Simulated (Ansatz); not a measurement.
The starting structures come from a database of crystals and need not be the phases stable at ambient conditions.

By LDA, the system below comes out a metal.

The ballistic (Sharvin) conductance counts the channels at the Fermi level: G/A = (e²/h) × channels of both spins per area.

```
CELL_PARAMETERS angstrom
      4.50065     0.00000     0.00000
     -2.25032     3.89768     0.00000
      2.25032     1.29923     0.91869
ATOMIC_POSITIONS crystal
  Al 0.00000 0.00000 0.00000
```

Space group of this cell: Im-3m, bcc (W type). The cell is taken as given.

The current flows along the normal of the first two printed cell vectors, the (111) plane of the conventional cell. No spin-orbit coupling; the value is a mean over 0.1 eV about the Fermi level.

Predict the ballistic conductance per area from LDA (Ansatz, an electronic-structure program).

1.7 × 10¹⁵ S/m² for both spins.
